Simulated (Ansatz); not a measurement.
The starting structures come from a database of crystals and need not be the phases stable at ambient conditions.

 Where the default PAW files enter, the runs use the earlier of Ansatz's two default sets.

By LDA, the system below comes out a metal.

Without scattering a metal conducts by its projected Fermi surface.

Input:

```yaml
crystal:
  lattice:
    - [3.99503, 0.00000, 0.00000]
    - [0.00000, 3.99503, 0.00000]
    - [1.99751, -1.99751, 8.32611]
  atoms:
    - { symbol: Y, position: [0.50000, 0.50000, 0.00000] }
    - { symbol: Y, position: [0.75000, 0.75000, 0.50000] }
    - { symbol: Ge, position: [0.17201, 0.32799, 0.65598] }
    - { symbol: Ge, position: [0.92201, 0.07799, 0.15598] }
    - { symbol: Ge, position: [0.07799, 0.92201, 0.84402] }
    - { symbol: Ge, position: [0.32799, 0.17201, 0.34402] }
```

Space group of this cell: I4_1/amd. The cell is taken as given; by LDA its mean pressure is -5.5 GPa.

The current flows along the normal of the first two printed cell vectors, the (001) plane of the conventional cell. No spin-orbit coupling; the value is a mean over 0.1 eV about the Fermi level.

Q: Compute, with LDA (Ansatz, a first-principles code), the ballistic conductance per area.

A: 0.48 × 10¹⁵ S/m² for both spins.
